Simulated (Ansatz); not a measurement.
The starting structures come from a database of crystals and need not be the phases stable at ambient conditions.

 Where the default PAW files enter, the runs use the earlier of Ansatz's two default sets.

Here is the system:

```
In2O3
1.0
    5.51621     0.00000     0.00000
    2.75811     5.11773     0.00000
    2.75811     1.48643     4.54004
In O
4 6
Direct
  0.64288   0.07136   0.64288
  0.35712   0.92864   0.35712
  0.85712   0.42864   0.85712
  0.14288   0.57136   0.14288
  0.45350   0.75000   0.04650
  0.54650   0.25000   0.95350
  0.75000   0.75000   0.45350
  0.25000   0.25000   0.54649
  0.04650   0.75000   0.75000
  0.95351   0.25000   0.25000
```

Space group of this cell: R-3c, corundum. The cell is taken as given; by r2SCAN its mean pressure is -0.8 GPa.

Calculation: r2SCAN (plane waves, PAW; Ansatz, a quantum-chemistry and plane-wave program).

The current runs along the normal of the first two printed vectors; no spin-orbit coupling. Scaled by the factor s: the length along the current (ions clamped). Meshes 8×8×8 and 6×6 across the current in all rows.

```json
[
 {"s": "0.97", "mean pressure (GPa)": "5.3", "band gap (eV)": "?"},
 {"s": "1.00", "mean pressure (GPa)": "-0.8", "band gap (eV)": "1.77"},
 {"s": "1.03", "mean pressure (GPa)": "-5.8", "band gap (eV)": "1.53"}
]
```

Task: Take the slope of the band gap against ln s from the two given rows, extrapolate to s = 0.97, and say what the run there gives.

Result: Slope = (1.53 − 1.77) / ln 1.03 = -8.12 eV. The line gives 1.77 + (-8.12) × ln 0.97 = 2.02 eV. The run gives 1.93 eV, 0.09 eV under the line, 35 % of the predicted step.
